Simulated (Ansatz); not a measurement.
composition Si7Ge, cell Si56Ge8, first heated far above this temperature, then brought to it [in the run: it was liquid; mean temperature 2035 K (target 2060 K); density 2.80 g/cm³; one k-point, which a denser mesh shifts by 0.1 GPa in pressure and 0.09 eV/Å in forces]. The atoms began on random sites, so units and networks may differ from a laboratory melt's. Bonds are counted up to Ge-Ge 3.42 Å, Ge-Si 3.38 Å, Si-Si 3.34 Å.

Task: What distribution of Ge-Si-Si angles does PBE in Ansatz (a first-principles code) give?

Result: mean 100°, standard deviation 33°.
(angle (°), p (1/°)): (1.5, 0.0000); (4.5, 0.0000); (7.5, 0.0000); (10.5, 0.0000); (13.5, 0.0000); (16.5, 0.0000); (19.5, 0.0000); (22.5, 0.0000); (25.5, 0.0000); (28.5, 0.0000); (31.5, 0.0000); (34.5, 0.0000); (37.5, 0.0000); (40.5, 0.0005); (43.5, 0.0019); (46.5, 0.0049); (49.5, 0.0075); (52.5, 0.0094); (55.5, 0.0095); (58.5, 0.0097); (61.5, 0.0093); (64.5, 0.0090); (67.5, 0.0091); (70.5, 0.0100); (73.5, 0.0097); (76.5, 0.0097); (79.5, 0.0099); (82.5, 0.0103); (85.5, 0.0099); (88.5, 0.0102); (91.5, 0.0105); (94.5, 0.0096); (97.5, 0.0102); (100.5, 0.0095); (103.5, 0.0102); (106.5, 0.0094); (109.5, 0.0098); (112.5, 0.0094); (115.5, 0.0094); (118.5, 0.0090); (121.5, 0.0085); (124.5, 0.0082); (127.5, 0.0077); (130.5, 0.0077); (133.5, 0.0078); (136.5, 0.0067); (139.5, 0.0065); (142.5, 0.0058); (145.5, 0.0055); (148.5, 0.0051); (151.5, 0.0050); (154.5, 0.0042); (157.5, 0.0038); (160.5, 0.0035); (163.5, 0.0028); (166.5, 0.0024); (169.5, 0.0021); (172.5, 0.0014); (175.5, 0.0008); (178.5, 0.0003)
